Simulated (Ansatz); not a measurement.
The parent structure is YN in the rock salt structure (space group Fm-3m, No. 225; a = 4.8562 Å).

All numbers come from PBEsol/PAW in Ansatz (a quantum-chemistry and plane-wave program), no SOC.

Before the change:

| Quantity | Value |
|---|---|
| Pressure | 0.0 GPa |
| Band gap | 0.08 eV |

Perturbation: an isotropic linear strain of −3.00 %, atoms relaxed at fixed cell.

**Question.** How does this affect the pressure?

**Answer.** The pressure goes from zero to 18.9 GPa.

**Question.** What happens to the energy relative to the base?

**Answer.** The energy grows by 68 meV/atom.

**Question.** What happens to the band gap?

**Answer.** The band gap goes from 0.08 eV to zero.

A case with no gap was solved on a k-mesh chosen for an insulator, which is coarse for it. Stability against distortions was not tested. All final runs are without spin polarisation. The zero or small gap of YN can change with the level of theory.
